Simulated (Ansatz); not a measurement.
Here is the system:

End structure of the (10-12) surface of hcp Re in its 1x1 cell, outermost plane spacing 0.55 Å in the ideal cut (one of several cuts of this face):

```
CELL_PARAMETERS angstrom
      2.77572     0.00000     0.00000
      0.00000     6.57218     0.00000
      0.00000     0.00000    26.50000
ATOMIC_POSITIONS crystal
  Re 0.50000 0.05394 0.31085
  Re 0.50000 0.43882 0.32822
  Re 0.00000 0.76523 0.36406
  Re 0.00000 0.16944 0.38866
  Re 0.50000 0.49594 0.42570
  Re 0.50000 0.89852 0.44774
  Re 0.00000 0.22910 0.49042
  Re 0.00000 0.63041 0.50958
  Re 0.50000 0.96098 0.55226
  Re 0.50000 0.36357 0.57430
  Re 0.00000 0.69007 0.61134
  Re 0.00000 0.09427 0.63594
  Re 0.50000 0.42068 0.67178
  Re 0.50000 0.80556 0.68915
```

Slab: 14 atoms, 10.4 Å thick at the start (thin: gaps and levels are the slab's own); k 13x6x1, smearing 0.1 eV, dipole-corrected; all atoms relaxed; symmetry of the start imposed; no spin, no spin-orbit, no U.

**Question.** What is the computed work function of the top face (PBE (Ansatz, a quantum-chemistry and plane-wave program))?

**Answer.** 4.57 eV

**Question.** Give the surface energy (mean of both faces) at the level PBE.

**Answer.** 3.41 J/m^2
